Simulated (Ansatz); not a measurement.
SrTe: isotropic strain −1.50 %

The reference is SrTe in the rock salt structure (space group Fm-3m, No. 225; a = 6.719 Å).

The change: the cell is scaled by 0.9850 in all directions, atoms relaxed at fixed cell.

Computed with PBE (Ansatz, a quantum-chemistry and plane-wave program, PAW, no spin-orbit coupling). k-mesh 9×9×9 (Γ-centred); smearing 0.05 eV (Fermi–Dirac).

```json
[
 {"quantity": "volume per atom", "base": "37.92 Å³", "changed": "36.24 Å³", "shift": "-1.68 Å³"},
 {"quantity": "shortest interatomic distance", "base": "3.360 Å", "changed": "3.309 Å", "shift": "-0.0504 Å"},
 {"quantity": "energy relative to the base (free energy F)", "base": "0 meV/atom", "changed": "+8.1 meV/atom", "shift": "+8.1 meV/atom"},
 {"quantity": "pressure", "base": "-0.01 GPa", "changed": "1.61 GPa", "shift": "+1.613 GPa"},
 {"quantity": "band gap", "base": "1.78 eV", "changed": "1.67 eV", "shift": "-0.11 eV"},
 {"quantity": "gap character", "base": "indirect, Γ → X", "changed": "indirect, Γ → X", "shift": "–"},
 {"quantity": "smallest direct gap", "base": "2.50 eV", "changed": "2.42 eV", "shift": "-0.08 eV"},
 {"quantity": "mean gap deformation potential ΔEg/Δln V", "base": "–", "changed": "+2.5 eV", "shift": "–"},
 {"quantity": "width of the top valence band", "base": "1.46 eV", "changed": "1.55 eV", "shift": "+0.09 eV"},
 {"quantity": "electron mass", "base": "1.3 mₑ along k, 0.26 mₑ across (at X)", "changed": "1.3 mₑ along k, 0.25 mₑ across (at X)", "shift": "–"},
 {"quantity": "hole mass (degenerate bands, along [100])", "base": "0.16, 0.94, 0.94 mₑ (at Γ)", "changed": "0.15, 0.88, 0.88 mₑ (at Γ)", "shift": "–"},
 {"quantity": "valley order (the lowest conduction-band minima on the path, energy above the VBM, named in the base's zone)", "base": "X along ⟨100⟩ 1.78 eV; Γ 2.75 eV", "changed": "X along ⟨100⟩ 1.67 eV; Γ 2.95 eV", "shift": "–"}
]
```

Final structure:

```
SrTe
1.0
    0.00000     3.30912     3.30912
    3.30912     0.00000     3.30912
    3.30912     3.30912     0.00000
Sr Te
1 1
Direct
  0.00000   0.00000   0.00000
  0.50000   0.50000   0.50000
```

Cost of the whole job for the changed cell (relaxation, final SCF and bands): around 14 core-seconds (rough).

Spin-orbit coupling, missing from the scalar runs, can matter with Te. Effective masses come from finite differences of ±0.01 Å⁻¹. Along k means along the line from Γ to the band edge. Stability against distortions was not tested.
